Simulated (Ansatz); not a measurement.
The reference is BAs in the zinc blende structure (space group F-43m, No. 216).

```
CELL_PARAMETERS angstrom
      0.00000     2.39193     2.39193
      2.39193     0.00000     2.39193
      2.39193     2.39193     0.00000
ATOMIC_POSITIONS crystal
  B  0.00000 0.00000 0.00000
  As 0.25000 0.25000 0.25000
```

Cartesian axes are those of the cell as printed.

Method: r2SCAN (Ansatz, a first-principles code), without spin-orbit coupling.

Strains are applied to the cell and any free atomic positions relax.

One change was made to it. Results:

| quantity | base | after |
|---|---|---|
| valence-band top at Γ (three highest levels, from the VBM) | 0.00, 0.00, 0.00 eV | 0.00, -0.26, -0.26 eV |
| band gap | 1.38 eV | 0.94 eV |

**Question.** Which of these changes matches the shifts?
A) uniaxial strain ε_zz = −2.00 %
B) uniaxial strain ε_zz = −1.00 %
C) uniaxial strain ε_zz = −1.50 %
D) uniaxial strain ε_zz = −2.50 %
E) uniaxial strain ε_zz = −0.50 %

**Answer.** D, uniaxial strain ε_zz = −2.50 %. For comparison, the band gap in the other runs: uniaxial strain ε_zz = −1.50 % gives 1.12 eV; uniaxial strain ε_zz = −2.00 % gives 1.03 eV; uniaxial strain ε_zz = −0.50 % gives 1.29 eV; uniaxial strain ε_zz = −1.00 % gives 1.21 eV.

Whether these cells are dynamically stable was not tested.
